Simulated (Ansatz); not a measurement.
System: cubic perovskite CsPbCl3 (cubic high-temperature phase). Method: r²SCAN (Ansatz, a first-principles code, plane waves, PAW).

Run with plane-wave cutoff 560 eV, 6×6×6 k mesh, Fermi–Dirac smearing 0.01 eV, scalar-relativistic PAW data made under PBE.

The cell is scaled about its equilibrium volume:

| V (Å³/atom) | P (GPa) | direct gap at Γ (eV) | smallest gap on the k mesh (eV) |
|---|---|---|---|
| 34.332 | 1.78 | 6.609 | 2.162 |
| 35.062 | 1.12 | 6.554 | 2.268 |
| 35.792 | 0.53 | 6.501 | 2.367 |
| 36.523 | 0.00 | 6.450 | 2.457 |
| 37.253 | -0.47 | 6.401 | 2.540 |
| 37.984 | -0.89 | 6.353 | 2.616 |
| 38.714 | -1.26 | 6.308 | 2.686 |

The fundamental gap (2.46 eV at the equilibrium volume, with added k points) lies elsewhere than Γ–Γ.

Note: the relaxation could not lower the start's symmetry, so the cell can be a saddle point above a distorted one.

Spin–orbit coupling is not included; with these elements it can move the gap by several tenths of an eV or more.
